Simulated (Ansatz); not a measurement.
Output of an Ansatz run (abridged):

```
WARN ansatz: RAYON_NUM_THREADS=1 ignored (pool sized by the plan → 1); use --threads N
Pseudopotentials: kind: paw
Pseudopotential: Ag, paw, valence charge 19
Crystal: 1 atoms, lattice volume = 18.428 Å³
Basis set: ecut = 420.4159175005146 eV, 369 PW (Γ)
Bands: 14, of which v1, the nominal top of the filled ones, is band 10 counted from 1 (9 counted from 0)
Symmetry: 48 space group operations
Space group: Im-3m (ITA 229), of the structure as read, at distance tolerance 2.6e-5 Å
k-points: 104 of 2744
PAW frozen core: Ag, regenerated for the run's functional, and the local potential with it
Initial density: superposition of atomic densities (neutral atoms: chi_scale 0, normalization atom), corrected by the library's trained network
Initial wavefunctions: pseudopotential atomic-orbital guess
Eigensolver: davidson
Functional: x = slater, c = lda
SCF iter   1: F=—  HF=-7458.016875 eV  |F-HF|=—  |Δ(HF+E_count)|=         —  Δρ=1.40e-2  dr2=3.13e-2  ethr=1.77e-3  ⟨swp⟩=4.7  Hψ=7108  notcnv=0
all-band conjugate gradients solve this SCF's bands
preconditioner: auto → Kerker (q_TF=auto, 2.742 Å⁻¹)
SCF iter   2: F=—  HF=-7458.008429 eV  |F-HF|=—  |Δ(HF+E_count)|=   8.45e-3  Δρ=4.16e-3  dr2=1.87e-3  ethr=1.65e-4  ⟨swp⟩=2.2  Hψ=2696  notcnv=0  defer=7
SCF iter   3: F=—  HF=-7458.007875 eV  |F-HF|=—  |Δ(HF+E_count)|=   5.54e-4  Δρ=1.71e-3  dr2=1.77e-4  ethr=9.82e-6  ⟨swp⟩=1.5  Hψ=1688  notcnv=0  defer=7
SCF iter   4: F=—  HF=-7458.007833 eV  |F-HF|=—  |Δ(HF+E_count)|=   4.21e-5  Δρ=1.62e-4  dr2=2.31e-6  ethr=9.34e-7  ⟨swp⟩=2.1  Hψ=2425  notcnv=0  defer=7
SCF iter   5: F=—  HF=-7458.007831 eV  |F-HF|=—  |Δ(HF+E_count)|=   2.43e-6  Δρ=1.99e-5  dr2=8.00e-8  ethr=1.22e-8  ⟨swp⟩=2.6  Hψ=2372  notcnv=0  defer=7
SCF iter   6: F=-7458.007831 eV  HF=-7458.007831 eV  |F-HF|=2.04e-10  |Δ(HF+E_count)|=   1.67e-8  Δρ=2.90e-6  dr2=1.15e-9  ethr=4.21e-10  ⟨swp⟩=2.7  Hψ=4814  notcnv=0
SCF 1 converged in 6 iterations: F = -7458.007831 eV  dr2 = 1.15e-9
SCF converged after 6 iterations
Free energy (F): -7458.007831 eV
Harris-Foulkes:  -7458.007831 eV  (|F-HF|=2.04e-10)
Internal energy: -7457.993972 eV  (E = F + TS)
E sigma→0 (E₀):  -7458.000901 eV
Entropy (-TS):   -0.013859 eV (-13.859 meV/atom)
Fermi energy:    15.266599 eV
--- Per-component energies (eV) ---
  E_band       = -268.335948
  E_kinetic    = 526.434737
  E_local      = -2317.961041  (includes V_loc(G=0)·N_el)
  E_nonlocal   = 86.780812
  E_hartree    = 1041.813504
  E_xc         = -182.986566
  E_vxc        = -233.693665  (∫ρ·V_xc dr)
  E_paw        = -3770.479702  (= ΣΔE_a)
  E_vpaw       = -413.525563  (= ΣTr[D̂ρ^β])
  E_aug_tail   = 0.000262  (compensation charges beyond the density's cutoff)
  E_ewald      = -2842.320786
  E_core_change = 0.724807  (= ΣΔE_core)
  E_smearing   = -0.013859  (= −TS)
  E_closure    = -0.000000  (closes the sum)
  Σ components = -7458.007831   (vs F -7458.007831, Δ=0.00e0)
--- Forces (eV/Å), atoms counted from 1 ---
  atom   1  Ag    -0.00000000    -0.00000000    -0.00000000
  max |Σ_I F_I| component: 2.05e-32 eV/Å
--- Stress (GPa, compression-positive) ---
      -12.245653      -0.000000      -0.000000
        0.000000     -12.245653      -0.000000
        0.000000      -0.000000     -12.245653
  P = ⅓ Tr σ = -12.2457 GPa (-122.457 kbar)
  The stress holds the Pulay correction. Without it, at fixed plane waves, as pw.x and ABINIT print it: P = -12.2646 GPa
--- Band table (eV; the first three rows and the last of 104) ---
  k-point 0: bands = ["-76.2975", "-39.7726", "-39.7726", "-39.7726", "7.9503", "10.6623", "10.6623", "10.6623", "11.8653", "11.8653", "32.8088", "32.8088", "32.8088", "37.8767"]
  k-point 1: bands = ["-76.2969", "-39.7789", "-39.7749", "-39.7725", "8.1090", "10.6257", "10.6690", "10.7491", "11.8260", "11.8679", "32.3441", "32.7387", "32.8985", "36.4072"]
  k-point 2: bands = ["-76.2951", "-39.7965", "-39.7814", "-39.7723", "8.5559", "10.5245", "10.6975", "10.9994", "11.7414", "11.8765", "30.6477", "32.1982", "33.1401", "35.1171"]
  k-point 103: bands = ["-76.2739", "-39.8700", "-39.8700", "-39.8700", "9.4115", "9.4115", "12.5384", "12.5384", "12.5384", "21.8343", "21.8343", "21.8343", "26.8135", "28.1718"]
```

The structure:

```
CELL_PARAMETERS angstrom
     -1.66393     1.66393     1.66393
      1.66393    -1.66393     1.66393
      1.66393     1.66393    -1.66393
ATOMIC_POSITIONS crystal
  Ag 0.00000 0.00000 0.00000
```

### Question
What input produced this log?

### Answer
Other spellings and defaults could give the same log, and not every line can be read from it. The input that was run (DFT, LDA (PW92), plane waves, default PAW files made with PBE):

Ansatz 0.2 input:
```yaml
crystal:
  lattice:
    - [-1.66393300, 1.66393300, 1.66393300]
    - [1.66393300, -1.66393300, 1.66393300]
    - [1.66393300, 1.66393300, -1.66393300]
  atoms:
    - { symbol: Ag, position_ang: [0.00000000, 0.00000000, 0.00000000] }
basis:
  ecutwfc: 30.9 Ry
kpoints:
  mp_grid:
    grid: [14, 14, 14]
hamiltonian:
  xc: lda
  pseudopotentials:
    kind: paw
scf:
  occupations:
    method: fermi_dirac
    width: 0.0073 Ry
output:
  forces: true
  eigenvalues: true
  stress: true
```

The starting cell comes from a database of computed structures (which also holds hypothetical and non-ambient phases and stackings), without a prior relaxation at this level. Its lattice was rescaled by up to half a per cent. With a pressure of about -12 GPa the cell is away from its equilibrium volume at this level. Ansatz's pressure includes its estimate of the finite-basis (Pulay) stress.

Ansatz is a program for electronic structure.
